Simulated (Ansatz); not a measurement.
## Energy from pressure between two volumes: Pd (Fm-3m, 1 atom in the cell)

```
Pd
1.0
    0.00000     1.95084     1.95084
    1.95084     0.00000     1.95084
    1.95084     1.95084     0.00000
Pd
1
Direct
  0.00000   0.00000   0.00000
```

Level of theory: PBE (plane waves, PAW; Ansatz, a program for electronic structure).

Settings: basis.ecutwfc = 74.2 Ry; kpoints.mp_grid.grid = 14 14 14; hamiltonian.xc = pbe; hamiltonian.pseudopotentials = {kind: paw} (the program's default PAW files); scf.occupations.method = fermi_dirac; scf.occupations.width = 0.0073 Ry. This cutoff ends a ladder whose last two steps agree within 1 meV/atom.

The second cell is the first with its lattice scaled by 0.98, at the same fractional positions.

The starting cell has typed, rounded lattice constants, without a prior relaxation at this level. Its lattice was rescaled by up to half a per cent. Spin polarisation is off. Ansatz's pressure includes its estimate of the finite-basis (Pulay) stress.

| cell | volume (Å³/atom) | pressure (GPa) | F less the first cell's (meV/atom) |
|---|---|---|---|
| first | 14.8488 | 6.23 | 0.00 |
| second | 13.9756 | 20.37 | ? |

**Question.** Estimate the energy of the second cell from the pressures, and the bulk modulus between the two volumes.

**Answer.** With P = −dF/dV, the trapezoid gives ΔF ≈ −(P₁ + P₂)/2 · ΔV = −(13.300 GPa) · (-0.8732 Å³) = 72.49 meV/atom (1 eV/Å³ = 160.22 GPa). The modulus at fixed fractional positions is B = −ΔP/Δln V = 233 GPa, a mean over the interval; zero pressure lies outside it, so this is not the modulus at equilibrium. P(V) is curved, so the trapezoid lies high by about |ΔV|³·B·(1 + B′)/(12·V̄²) = 1.94 meV/atom for an assumed B′ = 4, which leaves 70.55 meV/atom. The runs gave 70.16 meV/atom, a miss of 0.39 meV/atom. Cases were kept where this miss is small, so the page shows the method and is no test of it.

Left out of this page: 15 runs of the series outside the window shown, repeating another row's setting, or not comparable.

Keys are those of Ansatz 0.2.
